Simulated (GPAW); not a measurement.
## What each level gives and costs: H2 (Cmcm, 4 atoms in the cell)

```
CELL_PARAMETERS angstrom
      1.64853    -2.73169     0.00000
      1.64853     2.73169     0.00000
      0.00000     0.00000     6.31377
ATOMIC_POSITIONS crystal
  H  0.56781 0.43219 0.99951
  H  0.43219 0.56781 0.00049
  H  0.43219 0.56781 0.49951
  H  0.56781 0.43219 0.50049
```

Program: GPAW, GPAW PAW datasets PBEsol (made by gpaw-setup); each row names its functional.

Base settings: mode = pw; ecut = 850 eV; xc = PBEsol; kpts = 9 9 4; mesh shift (steps) = 0 0 0; occupations.name = fermi-dirac; occupations.width = 0 eV; nbands = -8; convergence.forces = 0.001 eV/Å; convergence.bands = -6.

Differences are taken from r2SCAN (potentials: GPAW PAW datasets PBE (gpaw-data 1.0.1)), a reference of convenience: it is no measurement, and no ranking of the functionals follows. Where a row names another cutoff or potentials, its difference holds that change too.

Core times come from one kind of shared machine and are given to one figure; runs under 30 s give none.

The starting cell comes from a database of computed structures (which also holds hypothetical and non-ambient phases and stackings), without a prior relaxation at this level. Another mesh or the band path of this cell gives a smaller gap, so this value is not converged in the mesh.

```csv
level,gap on the mesh less reference (eV),pressure less reference (GPa),largest difference in the force on any atom (eV/Å),core time / reference (rough)
LDA (Perdew-Wang 92) (potentials: GPAW PAW datasets LDA (gpaw-data 1.0.1)),-1.262,0.66,0.960,0.3
BLYP (potentials: GPAW PAW datasets BLYP (made by gpaw-setup)),-0.702,0.37,0.093,0.3
vdW-DF2 (potentials: GPAW PAW datasets PBE (gpaw-data 1.0.1)),-0.823,-0.51,0.171,0.5
vdW-DF-cx (potentials: GPAW PAW datasets PBE (gpaw-data 1.0.1)),-0.642,0.62,0.330,0.4
PBEsol,-0.868,0.76,0.619,0.3
r2SCAN (potentials: GPAW PAW datasets PBE (gpaw-data 1.0.1)),0.000,0.00,0.000,1
```

Left out of this page: 4 runs of the series held back from this collection.
